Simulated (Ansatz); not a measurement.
CdSe: transverse stress against strain

CdSe (wurtzite, P6_3mc, 29.754 Å³/atom at rest, c along z) under a strain ε along c (axis z), the other axes held. PBE in Ansatz, a plane-wave DFT program (PAW, default set), 420 eV, 9×9×5 Γ-centred mesh, Fermi-Dirac smearing 0.05 eV; ions are relaxed within the symmetry of each cell. Stress is positive for a compressed cell.

Here s stands for strain and y for stress xx.

```csv
strain (%),stress xx (GPa)
-3.00,?
-1.20,0.39
-0.60,0.19
0.00,0.00
0.60,-0.18
1.20,-0.35
```

Task: Using a straight line, estimate the missing y at s = -3.00 from the other rows, showing the fit.

Result: Means: s 0, y 0.010. About the means, the sum of products is -1.1100 and the sum of squares of s is 3.6000; the slope is their ratio. Least squares gives y = 0.010 - 0.3083·s. Residuals (row less fit): 0.010, -0.005, -0.010, -0.005, 0.010; standard error 0.011 (degrees of freedom: 3). The slope gives the elastic constant C13 = 31 ± 0.6 GPa. At the withheld row, y = 0.010 - 0.3083 × (-3.0) = 0.935 GPa. The calculation gives 1.04 GPa, 0.105 GPa above the prediction (7.6 % of the range of y in the table). The row lies outside the fitted rows, so this is an extrapolation. From the scatter of the fitted rows alone, a prediction at this place has a standard error of 0.021 GPa, so the miss is 5.0 times that.

One order more, fitted to all 11 runs of the series, follows each within 0.01, so the miss is the next term of a smooth law. Rows are the converged runs of the series near zero and its far end; series whose fitted rows scatter by over a few per cent of the range, as at a crossing or softening among them, aren't shown in this form. Most that stay on the fit to the last digits aren't either.
